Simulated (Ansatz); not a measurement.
Results of PBEsol (plane waves, PAW; Ansatz, an electronic-structure program) for MoS2 (R3m, No. 160, 3 atoms in the cell; start mp-1434; a measured phase of this formula has another space group).

The input as run:

Ansatz 0.2 input:
```yaml
crystal:
  lattice:
    - [1.5610087755, 0.9012488368, 6.2435384329]
    - [-1.5610087755, 0.9012488368, 6.2435384329]
    - [0.0, -1.8024976735, 6.2435384329]
  atoms:
    - { symbol: Mo, position: [0.9997746204, 0.9997746204, 0.9997746204] }
    - { symbol: S, position: [0.4157484909, 0.4157484909, 0.4157484909] }
    - { symbol: S, position: [0.2504968887, 0.2504968887, 0.2504968887] }
basis:
  ecutwfc: 520
  ecutrho_ratio: 4
  xc_grid: 2
kpoints:
  mp_grid: { grid: [12, 12, 12] }
hamiltonian:
  xc: pbesol
  dispersion: none
  pseudopotentials: { azcp: { folder: ./paw }, kind: paw }
scf:
  occupations: { method: fermi_dirac, width: 0.01 }
output:
  forces: true
  stress: true
  eigenvalues: true
relax:
  f_tol: 0.004
  escape_saddle: false
  max_steps: 80
  cell: { stress_tol: 0.02, fix: [volume] }
```

Excerpt of the program's output:

```
Relaxation: its limit of steps is 80 (relax.max_steps)
Crystal: 3 atoms, lattice volume = 52.703 Å³
Basis set: ecut = 520 eV, 1409 PW (Γ), FFT grids on a1−a3, a2−a3, a3, exchange–correlation on 48×48×100 points (8 copies of the dense FFT grid, shifted against one another)
Bands: 17, of which v1, the nominal top of the filled ones, is band 13 counted from 1 (12 counted from 0)
Symmetry: 6 space group operations
Space group: R3m (ITA 160), of the structure as read, at distance tolerance 3.7e-5 Å
k-points: 189 of 1728 (time reversal used)
Initial density: superposition of atomic densities (chi_scale 0.1, normalization cell, long waves kept (reshape's long-wave potential 0.08 eV rms))
Functional: x = pbesol(κ = 0.804, μ = 0.12345679012345678), c = pbesol(β = 0.046)
SCF iter   1: F=—  HF=-6671.017444 eV  |F-HF|=—  |Δ(HF+E_count)|=         —  Δρ=6.00e-2  dr2=2.41e0
SCF iter   2: F=—  HF=-6670.293099 eV  |F-HF|=—  |Δ(HF+E_count)|=   7.24e-1  Δρ=2.50e-2  dr2=5.85e-1
  ...
SCF 1 converged in 7 iterations: F = -6670.191300 eV  dr2 = 3.33e-8
Crystal: 3 atoms, lattice volume = 52.703 Å³
Basis set: ecut = 520 eV, 1415 PW (Γ), FFT grids on a1−a3, a2−a3, a3, exchange–correlation on 48×48×100 points (8 copies of the dense FFT grid, shifted against one another)
Initial density: handed on by an earlier stage of this run
SCF 2 converged in 7 iterations: F = -6670.200538 eV  dr2 = 2.12e-7
Crystal: 3 atoms, lattice volume = 52.703 Å³
SCF 3 converged in 5 iterations: F = -6670.200697 eV  dr2 = 3.62e-8
Crystal: 3 atoms, lattice volume = 52.703 Å³
SCF 4 converged in 5 iterations: F = -6670.200720 eV  dr2 = 2.36e-8
Crystal: 3 atoms, lattice volume = 52.703 Å³
Basis set: ecut = 520 eV, 1415 PW (Γ), FFT grids on a1−a3, a2−a3, a3, exchange–correlation on 48×48×96 points (8 copies of the dense FFT grid, shifted against one another)
SCF iter   8: F=—  HF=-6670.200723 eV  |F-HF|=—  |Δ(HF+E_count)|=  6.37e-12  Δρ=1.12e-7  dr2=9.51e-12
SCF iter   9: F=-6670.200723 eV  HF=-6670.200723 eV  |F-HF|=1.82e-12  |Δ(HF+E_count)|=  9.09e-13  Δρ=2.43e-8  dr2=2.03e-13
SCF 5 converged in 9 iterations: F = -6670.200723 eV  dr2 = 2.03e-13
SCF converged after 9 iterations
Free energy (F): -6670.200723 eV
Internal energy: -6670.200723 eV  (E = F + TS)
E sigma→0 (E₀):  -6670.200723 eV
Fermi energy:    11.511066 eV
--- Forces (eV/Å), atoms counted from 1 ---
  atom   1  Mo    -0.00000000    -0.00000000    -0.00007494
  atom   2  S     -0.00000000     0.00000000     0.00031002
  atom   3  S      0.00000000    -0.00000000    -0.00023503
--- Stress (GPa, compression-positive) ---
        0.426520       0.000000       0.000000
        0.000000       0.426520      -0.000000
        0.000000      -0.000000       0.418620
  P = ⅓ Tr σ = 0.4239 GPa (4.239 kbar)
```

The cell is one volume of an energy–volume scan, off the minimum.

The PAW data were made under PBE.

Note: the relaxation could not lower the start's symmetry, so the cell can be a saddle point above a distorted one. Note: the cell has widely spaced layers and the level no dispersion term, so their spacing and the moduli can rest on weak binding.

A start named mp-… is a Materials Project structure, which need not be a measured phase.
